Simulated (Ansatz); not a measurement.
Start from Sn in the diamond structure (space group Fd-3m, No. 227; a = 6.474 Å; relaxed with 0.1 eV smearing).

Calculations: LDA (Ansatz, an electronic-structure program; PAW; 420 eV plane waves; no SOC).

Before the change:

| Property | Value |
|---|---|
| Pressure | 0.0 GPa |

It is then changed as follows: every lattice vector is stretched by 1.50 %, atoms relaxed at fixed cell.

**Question.** Predict the new pressure.

**Answer.** The pressure goes from zero to -1.8 GPa.

**Question.** How does this affect the energy relative to the base?

**Answer.** The energy grows by 9.1 meV/atom.

The cells carry an imposed strain or load. No phonon test of stability was made.
